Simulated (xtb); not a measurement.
xtb 6.7.1, GFN2-xTB: Hf(Cl)3(NMe2)(NH3) (C[N](C)[Hf](<-[NH3])([Cl])([Cl])[Cl]), 17 atoms. The geometry is a generated start, not checked to be a minimum at this level.

```
Quantity                                                                                                        Value
------------------------  -------------------------------------------------------------------------------------------
method                                                                                                       GFN2-xTB
--acc                                                                                                     1 (default)
--etemp (K)                                                                                             300 (default)
detailed input (--input)  none: ANC optimiser, Lindh (1995) Hessian, microcycle=20, maxdispl=1.0, hlow=0.01 (default)
basis functions                                                                                                    65
valence electrons                                                                                                  52
```

```xyz
17

Hf    -0.2075    -0.2210     1.1868
Cl    -0.1653    -2.5312     1.5420
Cl    -2.4697    -0.1095     1.4562
Cl     0.4043     1.5606     2.5506
N     -0.1159     0.3700    -0.6934
C     -0.6124    -0.6953    -1.5527
C     -0.8891     1.5903    -0.8837
H     -1.6781    -0.9181    -1.3503
H     -0.5246    -0.4065    -2.6086
H     -0.0139    -1.5982    -1.3914
H     -0.7186     1.9989    -1.8882
H     -1.9731     1.4073    -0.7721
H     -0.5711     2.3368    -0.1471
N      2.1244    -0.6317     1.1246
H      2.2353    -1.5962     1.4454
H      2.6092    -0.0096     1.7725
H      2.5661    -0.5464     0.2095
```

Charge 0 and multiplicity 1 are set for this test and not shown to be the ground state.

The structure is relaxed from this start with --opt LEVEL for the levels crude, sloppy, loose, lax, normal, tight, vtight, extreme, once each. Up to the end of the extreme run atoms move by at most 1.0 Å along an axis.

Which level is enough to come within 1 meV of the tightest end point?

normal: 32 cycles against 43, ending 0.12 meV above.

| level | cycles | energy above the extreme run (meV) | gradient norm (eV/Å) |
|---|---|---|---|
| crude | 1 | 36 | 0.15 |
| sloppy | 1 | 36 | 0.15 |
| loose | 1 | 36 | 0.15 |
| lax | 1 | 36 | 0.15 |
| normal | 32 | 0.12 | 0.037 |
| tight | 34 | 0.045 | 0.0082 |
| vtight | 42 | under 0.01 | 0.0026 |
| extreme | 43 | — | 0.0018 |
